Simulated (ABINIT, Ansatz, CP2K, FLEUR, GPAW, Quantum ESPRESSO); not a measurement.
# One structure in several programs: CuGaSe2 (I-42d, 8 atoms in the cell)

Self-consistent single point.

```yaml
crystal:
  lattice:
    - [-2.83305, 2.83305, 5.56510]
    - [2.83305, -2.83305, 5.56510]
    - [2.83305, 2.83305, -5.56510]
  atoms:
    - { symbol: Ga, position: [0.50000, 0.50000, 0.00000] }
    - { symbol: Ga, position: [0.25000, 0.75000, 0.50000] }
    - { symbol: Cu, position: [0.00000, 0.00000, 0.00000] }
    - { symbol: Cu, position: [0.75000, 0.25000, 0.50000] }
    - { symbol: Se, position: [0.87500, 0.87500, 0.50000] }
    - { symbol: Se, position: [0.12500, 0.62500, 0.00000] }
    - { symbol: Se, position: [0.37500, 0.37500, 0.50000] }
    - { symbol: Se, position: [0.62500, 0.12500, 0.00000] }
```

All programs got the same cell, k-point mesh and kind of occupations (in Ansatz's words: kpoints.mp_grid.grid = 3 3 3; scf.occupations.method = fermi_dirac; scf.occupations.width = 0.02 eV); potentials, basis and cutoffs are each program's usual ones.

| code | model | pressure (GPa) | largest force (eV/Å) | gap on the mesh (eV) | k-points | cutoff |
|---|---|---|---|---|---|---|
| FLEUR | PBE, all-electron FLAPW (FLEUR), scalar-relativistic valence | – | 0.287 | 0.092 | 6 | Kmax 3.8 1/bohr |
| GPAW | PBE, GPAW PAW datasets PBE (gpaw-data 1.0.1) | 1.53 | 0.321 | 0.136 | 6 | 850 eV |
| Ansatz | PBE, default PAW files | 0.95 | 0.288 | 0.108 | 6 | default |
| Quantum ESPRESSO | PBE, PseudoDojo standard norm-conserving (PBE) pseudopotentials | 1.01 | 0.309 | 0.087 | 6 | 95 Ry |
| CP2K | PBE, GPW, DZVP-MOLOPT-SR-GTH basis, GTH-PBE potentials (GTH_POTENTIALS) | 1.93 | 0.257 | 0.098 | 14 | grid 600 Ry |
| ABINIT | PBE, PAW (JTH v2.0 PBE PAW) | 1.00 | 0.285 | 0.110 | 6 | 60 Ry |

A dash marks a value that a program does not give, or that is left out as unsure.

Gaps are read on the mesh.

The spread over the programs that give each value: pressure within 0.98 GPa; largest force within 0.064 eV/Å; gap on the mesh within 0.049 eV.

The starting cell has typed, rounded lattice constants, without a prior relaxation at this level. Its lattice was rescaled by a random factor within 2.5 % of one. On Ansatz's run: Spin polarisation is off.

Problem. Why do the programs differ, and what cannot be compared?

Solution. Differences of this kind can come from the potentials, where these differ, and from what each basis and cutoff leave unconverged. The valence holds different numbers of electrons (FLEUR 112, GPAW 52, Ansatz (a quantum-chemistry and plane-wave program) 128, Quantum ESPRESSO 128, CP2K 72, ABINIT 88). The zero of total energies and Fermi levels follows the potentials and each program's conventions, so they are not compared here. CP2K uses small atom-centred bases, whose incompleteness enters pressures, forces and empty levels differently from a plane-wave cutoff. FLEUR treats all electrons, but the usual bases taken here (sphere radii, linearisation, local orbitals, empty states) were not tested for convergence, so the values are no reference for the others. Ansatz's pressure is given at a fixed set of plane waves, as the other plane-wave codes print theirs; with its correction for the finite basis it is 0.98 GPa. The programs reduce the same mesh by symmetry to different extents, which changes the work and not the result.

Left out of this page: Elk (unsound by tests on forces, stress, charge or solver warnings).

Keys are those of Ansatz 0.2.
